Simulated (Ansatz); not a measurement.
Base system: ZnS in the wurtzite structure (space group P6_3mc, No. 186; a = 3.845 Å, c = 6.306 Å). Axes: x lies along a and z along c of the hexagonal cell.

(Cell as relaxed with PBE.)

Levels (all Ansatz, a first-principles code, PAW, earlier PAW set): PBE (420 eV, spin-orbit coupling left out); r2SCAN (500 eV, no spin-orbit coupling).

Each level relaxes its own structure.

```json
[
 {"base": "volume per atom", "PBE": "20.19 Å³", "r2SCAN": "19.60 Å³"},
 {"base": "lattice parameter a", "PBE": "3.845 Å", "r2SCAN": "3.807 Å"},
 {"base": "band gap", "PBE": "2.07 eV", "r2SCAN": "2.77 eV"}
]
```

Modification: compressive biaxial strain of 2.15 % in the plane normal to [001], as in epitaxy on a mismatched substrate; the out-of-plane cell vector and the atoms relax.

```json
[
 {"quantity": "electron mass", "PBE": "0.15 mₑ out of plane, 0.19 mₑ in plane (at Γ)", "r2SCAN": "(withheld)"},
 {"quantity": "volume per atom", "PBE": "19.57 Å³", "r2SCAN": "(withheld)"},
 {"quantity": "valence-band top at Γ (three highest levels, from the VBM)", "PBE": "0.00, 0.00, -0.27 eV", "r2SCAN": "(withheld)"}
]
```

Task: Predict the r2SCAN column.

Result: 
- electron mass, r2SCAN: 0.16 mₑ out of plane, 0.23 mₑ in plane (at Γ)
- volume per atom, r2SCAN: 19.01 Å³
- valence-band top at Γ (three highest levels, from the VBM), r2SCAN: 0.00, 0.00, -0.29 eV

PBE's volume per atom lies 0.56 Å³ above r2SCAN's (2.9 %). Neither level is exact; r2SCAN is the comparison here, not a measurement.

Masses are band curvatures over ±0.01 Å⁻¹ around the edge. Stability against distortions was not tested.
